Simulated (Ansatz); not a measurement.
The starting structures come from a database of crystals and need not be the phases stable at ambient conditions.

 Where the default PAW files enter, the runs use the earlier of Ansatz's two default sets.

Crystal: BaLiF$_{3}$ (Pm-3m, cubic perovskite, not sure to be the ambient phase, 5 atoms a cell, 12.7 Å³ an atom); planes in its conventional cell.

Method: r2SCAN (plane waves, PAW; Ansatz, an electronic-structure program).

The gap is the functional's own, uncorrected, and κ follows it; spin-orbit coupling is left out. Mid-gap values are interpolated between the computed energies.

| plane | area of the cell (Å²) | mid-gap κ (1/Å) | largest κ in the gap (1/Å) |
|---|---|---|---|
| (001) | 15.9 | 0.52 | 0.53 |
| (111) | 27.6 | (withheld) | (withheld) |
| (110) | 22.5 | (withheld) | (withheld) |

**Question.** The slowest decay depends on the direction. Supply the withheld values.

**Answer.** 
- (111), mid-gap κ (1/Å): 0.51
- (111), largest κ in the gap (1/Å): 0.51
- (110), mid-gap κ (1/Å): 0.47
- (110), largest κ in the gap (1/Å): 0.47
